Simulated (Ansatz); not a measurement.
The reference is BaTiO3 in the cubic perovskite structure (space group Pm-3m, No. 221; a = 4.0192 Å).

All numbers come from PBE in Ansatz (plane waves to 420 eV, PAW, scalar-relativistic without spin-orbit coupling).

One change was made to it. Results:

| quantity | base | after |
|---|---|---|
| shortest interatomic distance | 2.010 Å | 1.998 Å |
| band gap | 1.78 eV | 1.82 eV |
| smallest direct gap | 1.90 eV | 1.92 eV |
| density | 5.96 g/cm³ | 6.07 g/cm³ |

Question: Which of these changes matches the shifts?
(A) pressure 10 GPa
(B) pressure 3 GPa
(C) pressure −2 GPa

Answer: B, pressure 3 GPa. For comparison, the band gap in the other runs: pressure −2 GPa gives 1.76 eV; pressure 10 GPa gives 1.90 eV.

Load acts through the strain it causes; cell and atoms are relaxed under it. Stability against distortions was not tested. Competing high-pressure phases were not computed. The final runs are not spin-polarised. Many cubic perovskites are stable only at high temperature; tilts and polar distortions were not tested. This is not the structure that BaTiO3 has at room temperature and ambient pressure.

Ansatz is an electronic-structure program.
